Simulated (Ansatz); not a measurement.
The parent structure is PbS in the rock salt structure (space group Fm-3m, No. 225; a = 5.903 Å).

Levels (all Ansatz, a program for electronic structure, PAW): PBEsol (420 eV, scalar-relativistic without spin-orbit coupling); HSE06 (420 eV, no spin-orbit coupling).

Its gap is 0.19 eV with PBEsol and 0.72 eV with HSE06.

The change: an isotropic linear strain of +3.33 %; the atoms relax in the strained cell.

With PBEsol the gap becomes 0.52 eV.

**Question.** If the HSE06 correction stayed the same, what would the HSE06 gap be, and what does the HSE06 run give?

**Answer.** A rigid correction of +0.53 eV gives 1.05 eV. The HSE06 run gives 1.11 eV, so the correction itself changes by +0.06 eV.

Single points use the geometry relaxed with PBEsol. HSE06 gaps are upper bounds (no full band path). With Pb present, leaving out spin-orbit coupling can change the band edges. Stability against distortions was not tested. The zero or small gap of PbS can change with the level of theory.
